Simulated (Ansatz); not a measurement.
The parent structure is ZnO in the wurtzite structure (space group P6_3mc, No. 186; a = 3.230 Å, c = 5.214 Å).

All numbers come from plane-wave PAW DFT at the PBEsol level (Ansatz, an electronic-structure program, 420 eV), no spin-orbit coupling.

For the base:

```
Quantity       Value
--------  ----------
Density   5.74 g/cm³
```

Now apply this change: cell and atoms relaxed at a pressure of 4.5 GPa.

Q: How does this affect the mean gap deformation potential ΔEg/Δln V?

A: The mean gap deformation potential ΔEg/Δln V amounts to -1.4 eV.

Q: Estimate the effect on the density.

A: The density grows by 0.17 g/cm³, from 5.74 g/cm³ to 5.91 g/cm³.

Load acts through the strain it causes; cell and atoms are relaxed under it. No phonon test of stability was made. Tetrahedral semiconductors of this kind turn to denser phases somewhere between about 1 and 50 GPa; those were not computed, so compressed cells here can lie past the real transition.
